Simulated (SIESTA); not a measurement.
# SIESTA run on Fe5Si2B (I4/mcm, 16 atoms in the cell): self-consistent single point

Method of the run: GGA PBEsol, numerical atomic orbitals DZP, PseudoDojo PBEsol standard norm-conserving potentials (rewritten from UPF to PSML) (SIESTA).

The input file:

```
# files in the folder: Fe.psml Si.psml B.psml (PseudoDojo PBEsol standard)
SystemName  Fe5Si2B
SystemLabel fe5si2b

NumberOfAtoms                16
NumberOfSpecies              3
%block ChemicalSpeciesLabel
  1 26 Fe
  2 14 Si
  3 5 B
%endblock ChemicalSpeciesLabel
LatticeConstant              1.0 Ang
%block LatticeVectors
    -4.348270000    4.348270000    2.208420000
     4.348270000   -4.348270000    2.208420000
     4.348270000    4.348270000   -2.208420000
%endblock LatticeVectors
AtomicCoordinatesFormat      Ang
%block AtomicCoordinatesAndAtomicSpecies
     1.808967285    0.625281226    2.208420000  1
     2.539302715    3.722988774   -0.000000000  1
    -0.625281226    1.808967285    2.208420000  1
     4.973551226    2.539302715   -0.000000000  1
    -2.539302715    3.722988774    2.208420000  1
     6.887572715    0.625281226   -0.000000000  1
     3.722988774    2.539302715    2.208420000  1
     0.625281226    1.808967285    0.000000000  1
     4.348270000    0.000000000    1.104210000  1
    -0.000000000    4.348270000    1.104210000  1
     1.452670042    5.800940042   -0.000000000  2
     2.895599958   -1.452670042    2.208420000  2
     2.895599958    1.452670042    0.000000000  2
     1.452670042    2.895599958    2.208420000  2
     0.000000000    0.000000000    1.104210000  3
    -0.000000000    0.000000000    3.312630000  3
%endblock AtomicCoordinatesAndAtomicSpecies

XC.functional                GGA
XC.authors                   PBEsol
PAO.BasisSize                DZP
PAO.EnergyShift              0.01 Ry
MeshCutoff                   300 Ry
%block kgrid.MonkhorstPack
    5   0   0  0.0
    0   5   0  0.0
    0   0   5  0.0
%endblock kgrid.MonkhorstPack
OccupationFunction           FD
ElectronicTemperature        100.0 meV
Spin                         polarized
%block DM.InitSpin
  1 +4.00
  2 +4.00
  3 +4.00
  4 +4.00
  5 +4.00
  6 +4.00
  7 +4.00
  8 +4.00
  9 +4.00
  10 +4.00
  11 +0.00
  12 +0.00
  13 +0.00
  14 +0.00
  15 +0.00
  16 +0.00
%endblock DM.InitSpin

MaxSCFIterations             150
SCF.Mixer.Method             Broyden
SCF.Mixer.Weight             0.1
SCF.Mixer.History            8
SCF.DM.Tolerance             1.0E-04
Diag.ParallelOverK           true
WriteForces                  true
Charge.Mulliken              end
```

The program printed (abridged):

```
reinit: Reading from file input.fdf

reinit: System Name: Fe5Si2B
reinit: System Label: fe5si2b

NOTE on units for spin output:
{S} is the spin magnetic moment, in units of the Bohr magneton,
assuming a g-factor for the electron spin of exactly 2.
The spin magnetic moment is then numerically equal to the charge inbalance,
in units of electrons, between the spin-up and -down channels.

coor:   Atomic-coordinates input format  =     Cartesian coordinates
coor:                                          (in Angstroms)

siesta: Atomic coordinates (Bohr) and species
siesta:      3.41845   1.18161   4.17331  1        1
siesta:      4.79859   7.03543  -0.00000  1        2
siesta:     -1.18161   3.41845   4.17331  1        3
siesta:      9.39865   4.79859  -0.00000  1        4
siesta:     -4.79859   7.03543   4.17331  1        5
siesta:     13.01563   1.18161  -0.00000  1        6
siesta:      7.03543   4.79859   4.17331  1        7
siesta:      1.18161   3.41845   0.00000  1        8
siesta:      8.21704   0.00000   2.08665  1        9
siesta:     -0.00000   8.21704   2.08665  1       10
siesta:      2.74515  10.96219  -0.00000  2       11
siesta:      5.47189  -2.74515   4.17331  2       12
siesta:      5.47189   2.74515   0.00000  2       13
siesta:      2.74515   5.47189   4.17331  2       14
siesta:      0.00000   0.00000   2.08665  3       15
siesta:     -0.00000   0.00000   6.25996  3       16

siesta: System type = bulk

initatomlists: Number of atoms, orbitals, and projectors:     16   268   268

siesta: ******************** Simulation parameters ****************************
redata: Spin configuration                          = collinear
redata: Time-Reversal Symmetry                      = T
redata: Number of Atomic Species                    =        3
redata: Mesh Cutoff                                 =   300.0000 Ry
redata: Net charge of the system                    =     0.0000 |e|
   [... lines left out ...]
diag: Used triangular part                          = Lower
diag: Absolute tolerance                            =  0.100E-15
diag: Orthogonalization factor                      =  0.100E-05
diag: Memory factor                                 =  1.0000

superc: Internal auxiliary supercell:     5 x     5 x     5  =     125
superc: Number of atoms, orbitals, and projectors:   2000  33500  33500

                        Single-point calculation

superc: Internal auxiliary supercell:     5 x     5 x     5  =     125
superc: Number of atoms, orbitals, and projectors:   2000  33500  33500

outcell: Unit cell vectors (Ang):
       -4.348270    4.348270    2.208420
        4.348270   -4.348270    2.208420
        4.348270    4.348270   -2.208420

outcell: Cell vector modules (Ang)   :    6.533913    6.533913    6.533913
outcell: Cell angles (23,13,12) (deg):     96.5598     96.5598    140.4907
outcell: Cell volume (Ang**3)        :    167.0224
new_DM -- step:     1
Initializing Density Matrix...

Attempting to read DM from file... Failed...
DM filled with atomic data (user-defined):

InitMesh: MESH = 72 x 72 x 108 = 559872
InitMesh: Mesh cutoff (required, used) =   300.000   378.882 Ry

stepf: Fermi-Dirac step function
        iscf     Eharris(eV)        E_KS(eV)     FreeEng(eV)     dDmax    Ef(eV) dHmax(eV)
   scf:    1   -34337.459613   -34608.950933   -34609.233272  0.713050 -2.171031 19.184886
     spin moment: {S} , |S| = {        0.0        0.0   24.08475 }    24.08475
   scf:    2   -34703.028310   -34661.923304   -34662.212087  0.106606 -3.086398 11.916113
     spin moment: {S} , |S| = {        0.0        0.0   23.60866 }    23.60866
   scf:    3   -34695.269520   -34688.345763   -34688.660564  0.126030 -4.343157  3.019411
     spin moment: {S} , |S| = {        0.0        0.0   22.05474 }    22.05474
   scf:    4   -34689.017082   -34688.990954   -34689.308611  0.038422 -4.460378  1.380032
     spin moment: {S} , |S| = {        0.0        0.0   21.76296 }    21.76296
   scf:    5   -34689.405167   -34689.340159   -34689.664530  0.035519 -4.538509  1.930869
     spin moment: {S} , |S| = {        0.0        0.0   21.07909 }    21.07909
   scf:    6   -34687.808439   -34689.248470   -34689.615356  0.047423 -4.852006  3.179250
   [... lines left out ...]
   scf:   21   -34690.115298   -34690.115413   -34690.571894  0.000257 -4.951659  0.004342
     spin moment: {S} , |S| = {        0.0        0.0   17.21403 }    17.21403
   scf:   22   -34690.115144   -34690.115277   -34690.571906  0.000169 -4.951801  0.002920
     spin moment: {S} , |S| = {        0.0        0.0   17.21007 }    17.21007
   scf:   23   -34690.114984   -34690.115129   -34690.571913  0.000130 -4.951972  0.002125
     spin moment: {S} , |S| = {        0.0        0.0   17.20528 }    17.20528
   scf:   24   -34690.114920   -34690.115024   -34690.571917  0.000166 -4.952044  0.001213
     spin moment: {S} , |S| = {        0.0        0.0   17.20215 }    17.20215
   scf:   25   -34690.114892   -34690.114958   -34690.571918  0.000070 -4.952165  0.001018
     spin moment: {S} , |S| = {        0.0        0.0   17.19960 }    17.19960
   scf:   26   -34690.114904   -34690.114931   -34690.571919  0.000028 -4.952205  0.000631
     spin moment: {S} , |S| = {        0.0        0.0   17.19870 }    17.19870
SCF Convergence by DM+H criterion
max |DM_out - DM_in|         :     0.0000282628
max |H_out - H_in|      (eV) :     0.0006309796
SCF cycle converged after 26 iterations

Using DM_out to compute the final energy and forces

siesta: E_KS(eV) =           -34690.1149

siesta: E_KS - E_eggbox =    -34690.1149

siesta: Atomic forces (eV/Ang):
     1   -0.129620   -0.133341   -0.003260
     2    0.129626    0.133315    0.003260
     3    0.133002   -0.125180    0.003729
     4   -0.132992    0.125146   -0.003729
     5   -0.125163    0.132983    0.003729
     6    0.125169   -0.133012   -0.003729
     7    0.133327    0.129604    0.003260
     8   -0.133328   -0.129638   -0.003260
     9   -0.000476   -0.000475   -0.000295
    10    0.000476    0.000476    0.000295
    11    0.022543    0.022465   -0.000262
    12   -0.022450   -0.022523    0.000262
    13   -0.023463    0.023408    0.000000
    14    0.023386   -0.023435    0.000000
    15    0.000001    0.000085   -0.000002
    16   -0.000038    0.000123    0.000002
   Tot   -0.000000    0.000000   -0.000000
   Max    0.133341
   Res    0.075835    sqrt( Sum f_i^2 / 3N )
   Max    0.133341    constrained

Stress tensor Voigt[x,y,z,yz,xz,xy] (kbar):       87.34       87.34       99.27        0.20        0.20        0.14
(Free)E + p*V (eV/cell)   -34700.0917
Target enthalpy (eV/cell)   -34690.5719

siesta: Program's energy decomposition (eV):
siesta: Ebs     =     -6167.089169
siesta: Eions   =     50298.860673
siesta: Ena     =      6202.142224
siesta: Ekin    =     15957.010558
siesta: Enl     =     -1870.568964
siesta: Eso     =         0.000000
siesta: Edftu   =         0.000000
siesta: DEna    =       355.083753
siesta: DUscf   =         7.391533
siesta: DUext   =         0.000000
siesta: Ex      =     -4722.180880
siesta: Ec      =      -320.132482
siesta: Exc     =     -5042.313362
siesta: Eharris =    -34690.114904
siesta: Etot    =    -34690.114931
siesta: FreeEng =    -34690.571919

siesta: Atomic forces (eV/Ang):
siesta:      1   -0.129620   -0.133341   -0.003260
siesta:      2    0.129626    0.133315    0.003260
siesta:      3    0.133002   -0.125180    0.003729
   [... lines left out ...]
siesta: Cell volume =        167.022381 Ang**3
siesta:         -91.31894592        -97.82218159  kBar
   [... lines left out ...]
              0.105   0.094   0.097   0.094   0.100

Species: B
Atom  Qatom  Qorb
               2s      2s      2py     2pz     2px     2py     2pz     2px
               3Pdxy   3Pdyz   3Pdz2   3Pdxz   3Pdx2-y2
  15  2.084   0.385   0.137   0.518   0.196   0.518   0.005   0.127   0.005
              0.039   0.031   0.055   0.031   0.037
  16  2.084   0.385   0.137   0.518   0.196   0.518   0.005   0.127   0.005
              0.039   0.031   0.055   0.031   0.037

mulliken: Qtot =       82.401

Mulliken Atomic Populations:
Atom #   charge [q] valence [e]      Sz [e]  Species
     1     0.591827   15.408173    1.861535  Fe
     2     0.591820   15.408180    1.861531  Fe
     3     0.591792   15.408208    1.861550  Fe
     4     0.591772   15.408228    1.861542  Fe
     5     0.591777   15.408223    1.861543  Fe
     6     0.591791   15.408209    1.861550  Fe
     7     0.591814   15.408186    1.861529  Fe
     8     0.591831   15.408169    1.861536  Fe
     9     0.438925   15.561075    2.034938  Fe
    10     0.438925   15.561075    2.034938  Fe
    11    -0.946982    4.946982   -0.312889  Si
    12    -0.946982    4.946982   -0.312889  Si
    13    -0.946999    4.946999   -0.312895  Si
    14    -0.946998    4.946998   -0.312895  Si
    15    -0.912156    3.912156   -0.255959  B
    16    -0.912156    3.912156   -0.255959  B
 Total    -0.000000               17.198704
```

The run converged in 26 iterations.

The starting cell comes from a database of computed structures (which also holds hypothetical and non-ambient phases and stackings), without a prior relaxation at this level. The magnetic order is the one reached from the typed start; others were not searched systematically. Values carry the incompleteness of an atom-centred basis. With a pressure of about -9 GPa the cell is away from its equilibrium volume at this level.

Cost on one core of a shared machine: roughly 20 min.
